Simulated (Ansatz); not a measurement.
Consider the following.

```xyz
3
Lattice="0.0000 2.7719 2.7719 2.7719 0.0000 2.7719 2.7719 2.7719 0.0000" Properties=species:S:1:pos:R:3 pbc="T T T"
Ni     0.0000     0.0000     0.0000
Si     1.3859     1.3859     1.3859
Si     4.1578     4.1578     4.1578
```

No spin polarisation.

Level of theory: r2SCAN/PAW in Ansatz (a first-principles code), scalar-relativistic without spin-orbit coupling. Γ-centred 15×15×15 mesh, Fermi–Dirac width 0.05 eV.

### Question
Estimate the band gap.

### Answer
Zero.

### Question
Predict the pressure.

### Answer
-11.6 GPa.

### Question
Predict the space group.

### Answer
Fm-3m (No. 225).

The cells carry an imposed strain or load. No phonon test of stability was made. The final runs are not spin-polarised. The cell was made from NiSi$_{2}$ (space group Fm-3m, No. 225; non-magnetic) by this change: isotropic strain +2.91 %.
